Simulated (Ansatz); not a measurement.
A relaxation of cell and atoms of NiAl (Pm-3m, 2 atoms in the cell) with Ansatz (a quantum-chemistry and plane-wave program).

Computed with LDA (PW92), default PAW files made with PBE (plane waves; Ansatz).

The change in words: atoms on their sites; basis.ecutwfc: 420 eV → 355 eV; relax: default → cell and atoms. Reference geometry:
```xyz
2
Lattice="2.8813 0.0000 0.0000 0.0000 2.8813 0.0000 0.0000 0.0000 2.8813" Properties=species:S:1:pos:R:3 pbc="T T T"
Al     1.4407     1.4407     1.4907
Ni     0.0000     0.0000     0.0000
```

Reference input (self-consistent single point, DFT, LDA (PW92), plane waves, default PAW files made with PBE): basis.ecutwfc = 420 eV; kpoints.mp_grid.grid = 11 11 11; hamiltonian.xc = lda; hamiltonian.pseudopotentials = {kind: paw} (the program's default PAW files); scf.occupations.method = fermi_dirac; scf.occupations.width = 0.1 eV. This run's input differs from it in these lines:

Ansatz 0.2 input:
```diff
@@ -6,6 +6,6 @@
   atoms:
-    - { symbol: Al, position_ang: [1.44066500, 1.44066500, 1.49066472] }
+    - { symbol: Al, position_ang: [1.44066500, 1.44066500, 1.44066500] }
     - { symbol: Ni, position_ang: [0.00000000, 0.00000000, 0.00000000] }
 basis:
-  ecutwfc: 420.0
+  ecutwfc: 355.0
 kpoints:
@@ -17,2 +17,4 @@
   occupations: { method: fermi_dirac, width: 0.1 }
+relax:
+  cell: {}
 output:
```

Log, with long lists cut:

```
   [... SCF lines of the steps left out ...]
relax step   1: F+E_penalty+E_count = -6287.61875892 eV  Δ(F+E_penalty+E_count) = +0.000e0 eV  max|allowed force component| = 1.643e-31 eV/Å  Δτ_max = 0.0000 Å  P = -8.209 GPa  Ω = 23.921 Å³  (6 SCF iters, dr2 threshold 1.00e-7 eV, accepted)
relax step   2: F+E_penalty+E_count = -6287.65302693 eV  Δ(F+E_penalty+E_count) = -3.427e-2 eV  max|allowed force component| = 1.808e-31 eV/Å  Δτ_max = 0.0000 Å  P = -2.813 GPa  Ω = 23.205 Å³  energy of the carried Pulay correction = +9.372e-3 eV  [...]
   [... lines left out ...]
relax step   6: F+E_penalty+E_count = -6287.65030912 eV  Δ(F+E_penalty+E_count) = -1.362e-3 eV  max|allowed force component| = 2.054e-31 eV/Å  Δτ_max = 0.0000 Å  P = -0.001 GPa  Ω = 22.785 Å³  energy of the carried Pulay correction = +1.181e-3 eV  [...]
relax step   7: F+E_penalty+E_count = -6287.64933748 eV  Δ(F+E_penalty+E_count) = +9.716e-4 eV  max|allowed force component| = 2.630e-31 eV/Å  Δτ_max = 0.0000 Å  P = -0.046 GPa  Ω = 22.785 Å³  stress off target by 4.64e-2 GPa  SCF on the basis [...]
basis re-selected at this cell: Δ(F+E_penalty+E_count) = +9.716e-4 eV, ΔP = -0.045 GPa vs the last step
the relaxation is at rest under the 48 symmetry operations that the run kept from its start: a minimum is not shown …
Free energy (F): -6287.649337 eV
Internal energy: -6287.619048 eV  (E = F + TS)
E sigma→0 (E₀):  -6287.634193 eV
Entropy (-TS):   -0.030289 eV (-15.145 meV/atom)
Fermi energy:    14.485527 eV
--- Forces (eV/Å), atoms counted from 1 ---
  atom   1  Al     0.00000000     0.00000000     0.00000000
   [... lines left out ...]
  cell:  # Å, volume = 22.7845 Å³
    - [2.8349580615058247, -6.7407548053553255e-34, -1.2839532962581572e-34]
    - [-5.456801509097168e-34, 2.8349580615058247, 5.135813185032629e-34]
    - [-1.2839532962581572e-34, 5.135813185032629e-34, 2.8349580615058247]
  atoms:
    - { symbol: Al, position: [0.5, 0.5, 0.5] }
    - { symbol: Ni, position: [6.614543194056641e-36, 6.9626770463760996e-37, 3.481338523185674e-37] }
```

The run converged.  The full log also holds: “iter 5 did not close the SCF: its close was put off for the readings that it lacked (scf_convergence_deferred on its scf_iter line)”. The full log also holds: “iter 4 did not close the SCF: its close was put off for the readings that it lacked (scf_convergence_deferred on its scf_iter line)”.

Summary of the result:
- Free energy E − TS (on the zero of these files): -6287.6493 eV
- Fermi level (on the code's own zero): 14.49 eV
- Pressure: -0.05 GPa
- Final cell: a = 2.835 Å, b = 2.835 Å, c = 2.835 Å, α = 90.00°, β = 90.00°, γ = 90.00°
- Final volume per atom: 11.39 Å³
- Relaxation steps: 7

The starting cell has typed, rounded lattice constants, without a prior relaxation at this level. Its lattice was rescaled by up to half a per cent. Spin polarisation is off. The relaxation keeps the symmetry of its start, so its end need not be a minimum. Ansatz's pressure includes its estimate of the finite-basis (Pulay) stress. Without the estimate this run gives -2.37 GPa. The cutoff lies below the one recommended for these files.
